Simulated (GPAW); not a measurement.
Input and output of a self-consistent single point for WS2 (P1, 6 atoms in the cell) (GPAW).

Method: LDA (Perdew-Wang 92), GPAW PAW datasets LDA (gpaw-data 1.0.1) (plane waves; GPAW).

```xyz
6
Lattice="3.1842 0.0000 0.0000 -1.5921 2.7576 0.0000 0.0000 0.0000 12.9783" Properties=species:S:1:pos:R:3 pbc="T T T"
W     -0.0001     1.8282     3.2295
W      1.5917     0.9344     9.7414
S      0.0070     1.8416     8.2006
S      1.5978     0.9308     4.7927
S      1.5915     0.9078     1.6737
S     -0.0115     1.8300    11.2969
```

Reference input (self-consistent single point, DFT PBE, plane waves, GPAW PAW datasets PBE (gpaw-data 1.0.1)): mode = pw; ecut = 550 eV; xc = PBE; kpts = 6 6 2; mesh shift (steps) = 0 0 0; occupations.name = fermi-dirac; occupations.width = 0 eV; nbands = -6; convergence.bands = -4; symmetry.symmorphic = false; symmetry.tolerance = 0.0005; maxiter = 120. This run's input differs from it in these lines:

```diff
@@ -17,3 +17,3 @@
 calc = GPAW(mode=PW(550),
-            xc='PBE',
+            xc='LDA',
             kpts={'size': (6, 6, 2), 'gamma': True},
```

Its files differ too (potentials: GPAW PAW datasets LDA (gpaw-data 1.0.1)).

Log, with long lists cut:

```
     iter     time        total  log10-change:
                         energy   eigst   dens
iter:   1 --:--:--   -50.376397   +0.38
iter:   2 --:--:--   -50.439697   -0.69  -1.24
iter:   3 --:--:--   -50.150699   -1.61  -1.25
iter:   4 --:--:--   -49.830675   -1.23  -1.33
iter:   5 --:--:--   -49.951906   -1.55  -1.63
iter:   6 --:--:--   -49.869181   -1.81  -1.80
iter:   7 --:--:--   -49.796064   -2.00  -1.88
iter:   8 --:--:--   -49.791826   -3.08  -2.55
iter:   9 --:--:--   -49.791509c  -4.26  -2.75
iter:  10 --:--:--   -49.792405c  -3.97  -2.88
iter:  11 --:--:--   -49.791474c  -4.34  -2.85
   [... lines left out ...]
iter:  16 --:--:--   -49.791387c  -6.04  -3.94
iter:  17 --:--:--   -49.791388c  -5.79  -3.97
iter:  18 --:--:--   -49.791384c  -6.23  -4.05c
iter:  19 --:--:--   -49.791384c  -6.70  -4.62c
iter:  20 --:--:--   -49.791384c  -6.83  -4.65c
iter:  21 --:--:--   -49.791384c  -6.78  -4.60c
iter:  22 --:--:--   -49.791384c  -7.06  -4.74c
   [... 5 lines left out ...]
iter:  28 --:--:--   -49.791384c  -7.00  -5.43c
iter:  29 --:--:--   -49.791384c  -6.78  -5.52c
iter:  30 --:--:--   -49.791384c  -6.76  -5.57c
iter:  31 --:--:--   -49.791384c  -7.32  -5.58c
iter:  32 --:--:--   -49.791384c  -7.82c -5.84c
Converged after 32 iterations.

Dipole moment: (0.000684, 0.007771, -0.010428) |e|*Ang

Energy contributions relative to reference atoms: (reference = -920330.548201)

Kinetic:        +25.349616
Potential:      -30.028493
External:        +0.000000
XC:             -45.253907
Entropy (-ST):   +0.000000
Local:           +0.141401
SIC:             +0.000000
--------------------------
Free energy:    -49.791384
Extrapolated:   -49.791384

Showing only first 2 kpts
 Kpt  Band  Eigenvalues  Occupancy
  0    24      6.57931    2.00000
  0    25      7.54581    2.00000
  0    26      9.75692    0.00000
  0    27      9.80588    0.00000

  1    24      7.22740    2.00000
  1    25      7.25837    2.00000
  1    26      9.75590    0.00000
  1    27      9.80474    0.00000

Fermi level: 8.11386

Gap: 1.136 eV
Transition (v -> c):
   [... lines left out ...]
Direct gap: 1.677 eV
   [... lines left out ...]
  0 W     0.05376    0.20687    0.11004
  1 W    -0.03727   -0.37113    0.22499
  2 S    -0.07447    0.13247    0.02095
  3 S    -0.05770   -0.21065   -0.41596
  4 S     0.00368    0.00488    0.30658
  5 S     0.11199    0.23755   -0.24654

Stress tensor:
     0.038586    -0.000204    -0.001672
    -0.000204     0.041598     0.001480
    -0.001672     0.001480     0.023754
Stress (GPa, Voigt): [ 6.1821  6.6647  3.8058  0.2372 -0.2678 -0.0327]
```

The run converged in 32 iterations. GPAW prints stress with tension positive. Against the reference run the pressure goes from 2.41 to -5.55 GPa, the largest force goes from 0.620 to 0.470 eV/Å and the gap on the mesh goes from 1.186 to 1.136 eV.

The starting cell comes from a database of computed structures (which also holds hypothetical and non-ambient phases and stackings), without a prior relaxation at this level. Its atoms were displaced at random from the sites of space group no. 194. Spin-orbit coupling is off. With a pressure of about -6 GPa the cell is away from its equilibrium volume at this level.

Cost on one core of a shared machine: roughly 4 min.
